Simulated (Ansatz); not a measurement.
Input and output of a relaxation of the atoms for ZnPt (P4mm, 2 atoms in the cell) (Ansatz, a quantum-chemistry and plane-wave program).

Method of the run: LDA (PW92), default PAW files made with PBE (plane waves; Ansatz).

The change in words: one atom moved by 0.15 angstrom; relax: default → atoms; relax.f_tol: default → 0.002 eV/Å. Reference geometry:
```xyz
2
Lattice="2.8423 0.0000 0.0000 0.0000 2.8423 0.0000 0.0000 0.0000 3.4841" Properties=species:S:1:pos:R:3 pbc="T T T"
Zn     1.4212     1.4212     1.7420
Pt     0.0000     0.0000     0.0000
```

Reference input (self-consistent single point, DFT, LDA (PW92), plane waves, default PAW files made with PBE): basis.ecutwfc = 30.9 Ry; kpoints.mp_grid.grid = 12 12 10; hamiltonian.xc = lda; hamiltonian.pseudopotentials = {kind: paw} (the program's default PAW files); scf.occupations.method = fermi_dirac; scf.occupations.width = 0.0073 Ry. This run's input differs from it in these lines:

```diff
@@ -6,3 +6,3 @@
   atoms:
-    - { symbol: Zn, position: [0.500000, 0.500000, 0.500000] }
+    - { symbol: Zn, position: [0.500000, 0.500000, 0.543053] }
     - { symbol: Pt, position: [0.000000, 0.000000, 0.000000] }
@@ -17,2 +17,4 @@
   occupations: { method: fermi_dirac, width: 0.0073 Ry }
+relax:
+  f_tol: 0.002
 output:
```

The program printed (abridged):

```
   [... SCF lines of the steps left out ...]
relax step   1: F+E_penalty+E_count = -15492.31636920 eV  Δ(F+E_penalty+E_count) = +0.000e0 eV  max|allowed force component| = 1.001e0 eV/Å  Δτ_max = 0.0000 Å  (6 SCF iters, dr2 threshold 1.00e-7 eV, accepted)
relax step   2: F+E_penalty+E_count = -15492.37899827 eV  Δ(F+E_penalty+E_count) = -6.263e-2 eV  max|allowed force component| = 3.954e-1 eV/Å  Δτ_max = 0.0450 Å  (6 SCF iters, dr2 threshold 6.26e-5 eV, accepted)
relax step   3: F+E_penalty+E_count = -15492.39085505 eV  Δ(F+E_penalty+E_count) = -1.186e-2 eV  max|allowed force component| = 3.483e-3 eV/Å  Δτ_max = 0.0298 Å  (6 SCF iters, dr2 threshold 9.77e-6 eV, accepted)
relax step   4: F+E_penalty+E_count = -15492.39085506 eV  Δ(F+E_penalty+E_count) = -3.985e-9 eV  max|allowed force component| = 3.485e-3 eV/Å  Δτ_max = 0.0000 Å  (6 SCF iters, accepted)
relax step   5: F+E_penalty+E_count = -15492.39085598 eV  Δ(F+E_penalty+E_count) = -9.242e-7 eV  max|allowed force component| = 9.727e-6 eV/Å  Δτ_max = 0.0003 Å  (6 SCF iters, accepted)
the relaxation is at rest under the 8 symmetry operations that the run kept from its start: a minimum is not shown …
Free energy (F): -15492.390856 eV
Internal energy: -15492.376604 eV  (E = F + TS)
E sigma→0 (E₀):  -15492.383730 eV
Entropy (-TS):   -0.014252 eV (-7.126 meV/atom)
Fermi energy:    18.082118 eV
--- Forces (eV/Å), atoms counted from 1 ---
  atom   1  Zn     0.00000000     0.00000000     0.00001012
  atom   2  Pt     0.00000000     0.00000000    -0.00000933
--- Stress (GPa, compression-positive) ---
       -7.059746       0.000000       0.000000
        0.000000      -7.059746       0.000000
        0.000000       0.000000      -6.906471
  P = ⅓ Tr σ = -7.0087 GPa (-70.087 kbar)
  The stress holds the Pulay correction. Without it, at fixed plane waves, as pw.x and ABINIT print it: P = -7.0843 GPa
--- Relaxed structure (5 steps of the walk, 5 accepted, 0 SCFs on fresh bases) ---
  F+E_penalty+E_count = -15492.39085598 eV   max|allowed force component| = 9.727e-6 eV/Å
  atoms:
    - { symbol: Zn, position: [0.5, 0.5, 0.5215263151049929] }
    - { symbol: Pt, position: [4.301133286640673e-36, 0.0, 0.02152668489500703] }
```

The run converged.  The full log also holds: “iter 5 did not close the SCF: its close was put off for the readings that it lacked (scf_convergence_deferred on its scf_iter line)”. The full log also holds: “iter 5 did not close the SCF: its close was put off for the readings that it lacked (scf_convergence_deferred on its scf_iter line)”.

Summary of the result:
| Item | Result |
|---|---|
| Free energy E − TS (on the zero of these files) | -15492.3909 eV |
| Fermi level (on the code's own zero) | 18.08 eV |
| Pressure | -7.01 GPa |
| Relaxation steps | 5 |

The starting cell comes from a database of computed structures (which also holds hypothetical and non-ambient phases and stackings), without a prior relaxation at this level. Its lattice was rescaled by up to half a per cent. For this run, on top of that: one atom moved by 0.15 angstrom. Spin polarisation is off. The relaxation keeps the symmetry of its start, so its end need not be a minimum. Ansatz's pressure includes its estimate of the finite-basis (Pulay) stress.

Cost on one core of a shared machine: roughly 30 s.

Keys are those of Ansatz 0.2.
